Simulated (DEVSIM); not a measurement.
Structure: abrupt Ge p-n junction, at 300 K.

Layer 1 from the left is Ge, thickness (μm) 7.40, Na (cm⁻³) 1.9e18, τn (s) 4.5e-7, τp (s) 4.5e-7. Layer 2 from the left is Ge, thickness (μm) 0.650, Nd (cm⁻³) 1.2e15, τn (s) 4.5e-7, τp (s) 4.5e-7.

Left contact: ohmic. Right contact: ohmic. Voltage is applied to the left contact. Recombination: SRH at mid-gap, radiative. Mobility is μmin + (μ − μmin)/(1 + (N/Nref)^α).

This is a model device: material constants are rounded textbook-type values typed into the input, and sizes, dopings and lifetimes were drawn at random. Values at 300 K.

Ge: gap (eV) 0.664, affinity (eV) 4, permittivity 16, Nc (cm⁻³) 1.04e19, Nv (cm⁻³) 6e18, μn (cm²/Vs) 3900, μp (cm²/Vs) 1900, μn,min 150, μp,min 100, Nref,n 2.6e17, Nref,p 4e17, αn 0.56, αp 0.6, B (cm³/s) 6.4e-14.

DEVSIM, 1D drift-diffusion, Boltzmann statistics, complete ionisation; no tunnelling, impact ionisation, image-force lowering or self-heating.

Q: What does the simulation give for the dark forward voltage at 100 A/cm², the potential step across the device at zero bias, the largest field in the device at zero bias?

A: dark forward voltage at 100 A/cm² 0.193 V; potential step across the device at zero bias 0.400 V; largest field in the device at zero bias 65000 V/cm.
